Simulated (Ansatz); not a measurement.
## InP under a change: P interstitial (started 2.58 Å from the nearest host atom), symmetric start

The parent structure is an 8-atom supercell of InP in the zinc blende structure (space group F-43m, No. 216; a = 5.9598 Å) at its relaxed geometry.

The change: a neutral P interstitial (started 2.58 Å from the nearest host atom), symmetric start, atoms relaxed at fixed cell.

All numbers come from DFT with PBE, PAW potentials and a 420 eV plane-wave cutoff in Ansatz (a first-principles code), no spin-orbit coupling, earlier PAW set. k-mesh 4×4×4 (Γ-centred); smearing 0.01 eV (Fermi–Dirac).

| quantity | base | changed | shift |
|---|---|---|---|
| pressure | 0.0 GPa | 6.9 GPa | +6.9 GPa |
| largest displacement of a host atom from its site in the perfect cell | – | 0.04 Å | – |
| final site of the added atom | – | 4 P at 2.54 Å and 6 In at 2.98 Å | – |

Cost of the whole job for the changed cell (relaxation, final SCF and bands): roughly 60 core-seconds.

Other magnetic orders, which the real material may have, were not ruled out. The cell is small, so the values are those of an ordered compound at a high defect concentration; dilute-limit values will differ. The mesh was chosen for an insulator and is coarse for the gapless case. The defect started on the symmetric site and kept its symmetry, so it may sit on a saddle. The defect cell is spin-polarised and ends with 0.4 μB, a fractional moment that hangs on the mesh and smearing.
